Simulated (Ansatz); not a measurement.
**A computed series for NbSi2: pressure series**

Start from NbSi₂ (space group P6_222, No. 180; a = 4.810 Å, c = 6.618 Å).

Cell and atoms are relaxed at each pressure.

Method: PBE (Ansatz, an electronic-structure program, PAW, without spin-orbit coupling).

Notes on the quantities. enthalpy: H = E + PV relative to the base's energy.

```csv
variant,shortest interatomic distance,density,enthalpy
base,4.865 bohr,5.60 g/cm³,–
pressure −2 GPa,[?],5.53 g/cm³,-0.19 eV/atom
pressure −1 GPa,4.873 bohr,5.57 g/cm³,-0.09 eV/atom
pressure 0.9 GPa,4.859 bohr,5.63 g/cm³,+0.08 eV/atom
pressure 2.1 GPa,4.849 bohr,5.67 g/cm³,+0.19 eV/atom
pressure 4.5 GPa,4.831 bohr,5.74 g/cm³,+0.41 eV/atom
pressure 9 GPa,4.800 bohr,5.87 g/cm³,+0.81 eV/atom
pressure 15 GPa,4.763 bohr,[?],+1.33 eV/atom
pressure 22.5 GPa,4.721 bohr,6.21 g/cm³,+1.96 eV/atom
pressure 30 GPa,4.684 bohr,6.38 g/cm³,+2.57 eV/atom
```

Some entries are withheld; estimate them.


- pressure −2 GPa, shortest interatomic distance: 4.882 bohr
- pressure 15 GPa, density: 6.03 g/cm³

Load acts through the strain it causes; cell and atoms are relaxed under it. Stability against distortions was not tested. No other phases were tried under pressure. The final runs are not spin-polarised. An odd electron count without spin: NbSi2.
